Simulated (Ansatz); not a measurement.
MgF2: pressure series

Consider MgF2 in the rutile structure (space group P4_2/mnm, No. 136; a = 4.6260 Å, c = 3.0492 Å).

Cell and atoms are relaxed at each pressure.

The values are results of r2SCAN (Ansatz, an electronic-structure program; PAW; 500 eV plane waves; spin-orbit coupling left out), earlier PAW set, not measurements.

Notes on the quantities. enthalpy: H = E + PV relative to the base's energy.

```
variant           band gap       enthalpy  volume per atom
----------------  --------  -------------  ---------------
base               8.06 eV              –         10.88 Å³
pressure −2 GPa          …  -0.14 eV/atom         11.10 Å³
pressure −1 GPa    7.99 eV  -0.07 eV/atom         10.98 Å³
pressure 3 GPa           …  +0.20 eV/atom         10.59 Å³
pressure 7 GPa     8.48 eV  +0.46 eV/atom         10.25 Å³
pressure 15 GPa    8.88 eV  +0.96 eV/atom          9.72 Å³
pressure 30 GPa    9.50 eV  +1.83 eV/atom          9.00 Å³
pressure 50 GPa   10.15 eV  +2.91 eV/atom          8.33 Å³
pressure 75 GPa   10.81 eV  +4.16 eV/atom          7.73 Å³
pressure 100 GPa  11.36 eV  +5.33 eV/atom          7.29 Å³
```

**Question.** Complete the table.

**Answer.** 
- pressure −2 GPa, band gap: 7.92 eV
- pressure 3 GPa, band gap: 8.25 eV

Load acts through the strain it causes; cell and atoms are relaxed under it. Whether these cells are dynamically stable was not tested. Competing high-pressure phases were not computed.
